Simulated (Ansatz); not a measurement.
## TaTe (model structure, Cmcm, No. 63, 4 atoms in the cell)

Method: r²SCAN in Ansatz (plane waves, PAW).

Run with plane-wave cutoff 560 eV, 16×16×12 k mesh (along the axes of the cell as run), Fermi–Dirac smearing 0.05 eV, scalar-relativistic PAW data made under PBE.

Cell (relaxed at this level):

```yaml
crystal:
  lattice:
    - [1.81156, -5.06659, 0.00000]
    - [1.81156, 5.06659, 0.00000]
    - [0.00000, 0.00000, 4.73567]
  atoms:
    - { symbol: Te, position: [0.63628, 0.36372, 0.25000] }
    - { symbol: Ta, position: [0.92270, 0.07730, 0.25000] }
    - { symbol: Te, position: [0.36372, 0.63628, 0.75000] }
    - { symbol: Ta, position: [0.07730, 0.92270, 0.75000] }
```

* **band gap**: none
* **bulk modulus B0**: 110 GPa

Note: the bulk modulus is −V dP/dV from two relaxed cells at ±2 % in volume; the relaxation could raise the start's symmetry but not lower it, so the cell can be a saddle point.

Spin–orbit coupling is not included; it can open a gap where bands touch, and shift volumes and moduli.

Cost on a shared machine: about 28 core-minutes (a rough figure).

A model structure was made by putting elements into a prototype or built by hand; it is no filed structure, need not be a known phase, and can be a saddle point held by its symmetry.

Ansatz is a quantum-chemistry and plane-wave program.
